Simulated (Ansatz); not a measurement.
Results of PBEsol in Ansatz (PAW) for LiF (model structure, F-43m, No. 216).

Run with plane-wave cutoff 520 eV, 14×14×14 k mesh, Fermi–Dirac smearing 0.01 eV, scalar-relativistic PAW data made under PBE.

Computed at the level's own relaxed cell.

```
CELL_PARAMETERS angstrom
      0.00000     2.15508     2.15508
      2.15508     0.00000     2.15508
      2.15508     2.15508     0.00000
ATOMIC_POSITIONS crystal
  Li 0.00000 0.00000 0.00000
  F  0.25000 0.25000 0.25000
```

**Question.** List the 5 lowest band energies at Γ above −25 eV (eV, relative to the valence band maximum), grouping those that round alike.

**Answer.** At Γ: -19.19, 0.00 (×3), 7.68.

Note: the cell keeps the symmetry of its start, so it can be a saddle point.

A model structure was made by putting elements into a prototype or built by hand; it is no filed structure, need not be a known phase, and can be a saddle point held by its symmetry.

Ansatz is a program for electronic structure.
